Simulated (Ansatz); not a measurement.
Hypothetical zinc blende PbTe: carrier doping

Start from PbTe in the zinc blende structure (space group F-43m, No. 216; a hypothetical phase, not in the database extracts checked).

```
PbTe
1.0
    0.00000     3.60302     3.60302
    3.60302     0.00000     3.60302
    3.60302     3.60302     0.00000
Te Pb
1 1
Direct
  0.75000   0.75000   0.75000
  0.00000   0.00000   0.00000
```

Carriers are added at fixed cell with a uniform background; the Fermi–Dirac width is that of 300 K.

Calculations: Kohn–Sham DFT with the PBEsol functional, run in Ansatz (a first-principles code) with PAW and 420 eV plane waves, without spin-orbit coupling.

Notes on the quantities. Fermi level from band edge: Fermi level relative to the doped band's edge (positive inside the band; to 0.05 eV).

```
variant                   gap between the host's bands  Fermi level from band edge
------------------------  ----------------------------  --------------------------
undoped                                        0.45 eV                           –
electrons 7.0×10^20 cm⁻³                       0.42 eV                    +0.20 eV
electrons 1.0×10^21 cm⁻³                       0.42 eV                         ___
electrons 5.0×10^21 cm⁻³                           ___                    +0.75 eV
holes 7.0×10^20 cm⁻³                           0.49 eV                    +0.15 eV
holes 1.0×10^21 cm⁻³                               ___                    +0.20 eV
holes 5.0×10^21 cm⁻³                               ___                    +0.45 eV
```

### Question
Complete the table.

### Answer

- electrons 1.0×10^21 cm⁻³, Fermi level from band edge: +0.25 eV
- electrons 5.0×10^21 cm⁻³, gap between the host's bands: 0.34 eV
- holes 1.0×10^21 cm⁻³, gap between the host's bands: 0.50 eV
- holes 5.0×10^21 cm⁻³, gap between the host's bands: 0.73 eV

Carriers are added with a uniform compensating background; total energy and stress of such cells depend on the potential's zero and are not compared; many-body gap narrowing is missing at this level. With Pb and Te present, leaving out spin-orbit coupling can change the band edges. Stability against distortions was not tested.
